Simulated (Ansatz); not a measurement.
Defect: Y-vacancy pair (Y on one host Hf site, one O site vacant) in monoclinic HfO2, charge state +1. Calculation: PBE, PAW (plane waves to 420 eV; Ansatz, an electronic-structure program).

Cell of 96 host sites held at the relaxed PBE lattice; the Γ point alone; Fermi-Dirac width 0.01 eV, spin-restricted; finite-size errors left in. No zero-point or tunnelling terms. Spin-orbit coupling is left out. The charge state is imposed; whether it is stable for some Fermi level was not computed. Forms of the defect that were not tried may lie lower. The start lies 0.066 eV above the lowest site run (PBE).

Barriers: single points on a 2×2×2 k-point mesh shifted by half a step at the bands' geometries.

The step: a nearby O atom hops onto the vacant site (Y-vacancy distance between ideal sites 2.05 → 2.15 Å). Atoms about the jump, Cartesian Å from the middle of the jump, before and after:

```
atom     x0     y0     z0     x1     y1     z1
----  -----  -----  -----  -----  -----  -----
O1     0.18   0.36  -1.28  -0.18  -0.36   1.28
Hf2   -2.10  -1.51   0.94  -1.87  -1.41   1.01
Y3     1.12   1.33   0.50   1.05   1.32   0.67
O4    -2.54   0.03  -0.42  -2.53   0.12  -0.44
Hf5    1.49  -0.96  -2.09   1.65  -1.13  -2.19
O6    -0.66  -2.76   0.21  -0.70  -2.95   0.28
O7     2.72   0.04  -0.49   2.41   0.05  -0.60
O8    -0.82   2.24   0.30  -0.80   2.31   0.08
O9    -0.19  -2.15  -2.46  -0.23  -1.95  -2.27
O10    2.12  -2.46  -0.66   2.16  -2.50  -0.67
Hf11  -1.44   1.62  -1.63  -1.70   1.78  -1.69
```

Question: Give the saddle-point geometry and the barrier.

Answer: 
| atom | x | y | z |
|---|---|---|---|
| O1 | -0.10 | -0.43 | -0.04 |
| Hf2 | -1.74 | -1.35 | 0.77 |
| Y3 | 1.06 | 1.32 | 0.59 |
| O4 | -2.65 | 0.15 | -0.49 |
| Hf5 | 1.52 | -1.08 | -2.04 |
| O6 | -0.73 | -3.05 | 0.27 |
| O7 | 2.59 | 0.06 | -0.52 |
| O8 | -0.82 | 2.33 | 0.12 |
| O9 | -0.20 | -2.13 | -2.40 |
| O10 | 2.14 | -2.51 | -0.61 |
| Hf11 | -1.66 | 1.74 | -1.67 |
It lies 0.91 eV above the start and 0.86 eV above the end. The saddle point's order was not checked.
